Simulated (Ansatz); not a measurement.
Cubic perovskite KZnF3, treated with r²SCAN+rVV10 (plane waves, PAW; Ansatz, a quantum-chemistry and plane-wave program).

Numerical settings: plane-wave cutoff 560 eV, 8×8×8 k mesh, Fermi–Dirac smearing 0.01 eV, scalar-relativistic PAW data made under PBE.

Properties against volume:

```json
[
 {"V (Å³/atom)": "12.282", "P (GPa)": "6.31", "direct gap at Γ (eV)": "7.254", "smallest gap on the k mesh (eV)": "4.791"},
 {"V (Å³/atom)": "12.543", "P (GPa)": "3.96", "direct gap at Γ (eV)": "7.056", "smallest gap on the k mesh (eV)": "4.732"},
 {"V (Å³/atom)": "12.804", "P (GPa)": "1.87", "direct gap at Γ (eV)": "6.867", "smallest gap on the k mesh (eV)": "4.674"},
 {"V (Å³/atom)": "13.066", "P (GPa)": "0.00", "direct gap at Γ (eV)": "6.685", "smallest gap on the k mesh (eV)": "4.619"},
 {"V (Å³/atom)": "13.327", "P (GPa)": "-1.67", "direct gap at Γ (eV)": "6.512", "smallest gap on the k mesh (eV)": "4.566"},
 {"V (Å³/atom)": "13.588", "P (GPa)": "-3.17", "direct gap at Γ (eV)": "6.345", "smallest gap on the k mesh (eV)": "4.515"},
 {"V (Å³/atom)": "13.849", "P (GPa)": "-4.50", "direct gap at Γ (eV)": "6.184", "smallest gap on the k mesh (eV)": "4.465"}
]
```

The fundamental gap (4.62 eV at the equilibrium volume, with added k points) lies elsewhere than Γ–Γ.
